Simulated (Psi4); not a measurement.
Psi4 1.11, M06-L/def2-svpd: Mo(NH)2(Me)(OSiH3) ([CH3][Mo](=[NH])(=[NH])[O][SiH3]), 14 atoms. The geometry is a generated start, not checked to be a minimum at this level.

task: gradient
method: m06-l
basis: def2-svpd
memory: 7 GB
scf_type: df (default)
guess: auto, which took SAD (default)
diis_max_vecs: 10 (default)
scf_initial_accelerator: adiis (default)
e_convergence: 1e-08 (default)
d_convergence: 1e-08 (default)
effective core potentials: those of the basis set, past Kr
basis functions (reference run): 205
grid points (reference run): 2552023

```xyz
14

Mo    -0.5748    -0.6671    -0.0824
N     -0.7887    -1.8734     1.1471
H     -1.0030    -2.6931     1.7080
N     -1.5101    -0.9348    -1.5204
H     -2.0782    -1.2939    -2.2803
C     -1.6103     1.0218     0.7977
H     -2.1696     0.8224     1.7190
H     -2.2943     1.5439     0.1178
H     -0.8041     1.7365     1.0597
O      1.1173    -0.0499    -0.3275
Si     2.6237     0.4784    -0.5444
H      3.0305     0.1553    -1.9204
H      3.4850    -0.1833     0.4496
H      2.5767     1.9371    -0.3234
```

The reference run has dft_radial_points = 200, dft_spherical_points = 974, dft_pruning_scheme = none (default); it is not itself proven converged. Each setting ran once; only counts and results are compared.

Settings tried, all else as in the reference:
- dft_radial_points = 75 (default), dft_spherical_points = 302 (default)
- dft_radial_points = 25, dft_spherical_points = 50
- dft_radial_points = 99, dft_spherical_points = 590
- dft_radial_points = 99, dft_spherical_points = 590, dft_pruning_scheme = treutler
- dft_radial_points = 75 (default), dft_spherical_points = 434
- dft_radial_points = 99, dft_spherical_points = 590, dft_pruning_scheme = robust
- dft_radial_points = 75 (default), dft_spherical_points = 302 (default), dft_pruning_scheme = treutler
- dft_radial_points = 75 (default), dft_spherical_points = 302 (default), dft_pruning_scheme = robust
- dft_radial_points = 150, dft_spherical_points = 770
- dft_radial_points = 50, dft_spherical_points = 194
- dft_radial_points = 35, dft_spherical_points = 110

### Question
Sort the settings: which keep to the reference within 1.0 meV/atom in energy, 10 meV/Å in forces (largest component), and which don't?

### Answer
Within it: dft_radial_points = 150, dft_spherical_points = 770. At the edge (between 0.75 and 1.33 times the tolerance): dft_radial_points = 99, dft_spherical_points = 590, dft_pruning_scheme = robust; dft_radial_points = 99, dft_spherical_points = 590. Outside: dft_radial_points = 75 (default), dft_spherical_points = 302 (default), dft_pruning_scheme = robust; dft_radial_points = 75 (default), dft_spherical_points = 434; dft_radial_points = 75 (default), dft_spherical_points = 302 (default); dft_radial_points = 75 (default), dft_spherical_points = 302 (default), dft_pruning_scheme = treutler; dft_radial_points = 99, dft_spherical_points = 590, dft_pruning_scheme = treutler; dft_radial_points = 50, dft_spherical_points = 194; dft_radial_points = 35, dft_spherical_points = 110; dft_radial_points = 25, dft_spherical_points = 50.

```csv
setting,grid points,energy against the reference,difference in forces (largest component)
the reference,2552023,—,—
"dft_radial_points = 150, dft_spherical_points = 770",1522517,+0.0042 meV/atom,2.3 meV/Å
"dft_radial_points = 99, dft_spherical_points = 590, dft_pruning_scheme = robust",558174,−0.089 meV/atom,7.6 meV/Å
"dft_radial_points = 99, dft_spherical_points = 590",772766,−0.089 meV/atom,7.6 meV/Å
"dft_radial_points = 75 (default), dft_spherical_points = 302 (default), dft_pruning_scheme = robust",213741,−0.26 meV/atom,36 meV/Å
"dft_radial_points = 75 (default), dft_spherical_points = 434",432789,−0.23 meV/atom,39 meV/Å
"dft_radial_points = 75 (default), dft_spherical_points = 302 (default)",301283,−0.26 meV/atom,43 meV/Å
"dft_radial_points = 75 (default), dft_spherical_points = 302 (default), dft_pruning_scheme = treutler",175989,−0.64 meV/atom,46 meV/Å
"dft_radial_points = 99, dft_spherical_points = 590, dft_pruning_scheme = treutler",430566,−0.41 meV/atom,53 meV/Å
"dft_radial_points = 50, dft_spherical_points = 194",130935,−8.2 meV/atom,460 meV/Å
"dft_radial_points = 35, dft_spherical_points = 110",52168,−68 meV/atom,450 meV/Å
"dft_radial_points = 25, dft_spherical_points = 50",16955,+110 meV/atom,1800 meV/Å
```

Total energies are compared; such shifts often cancel in part in energy differences. The gradients leave out the derivatives of the grid weights. No test of the SCF solution's stability was run. The tolerance is a choice made for this comparison.
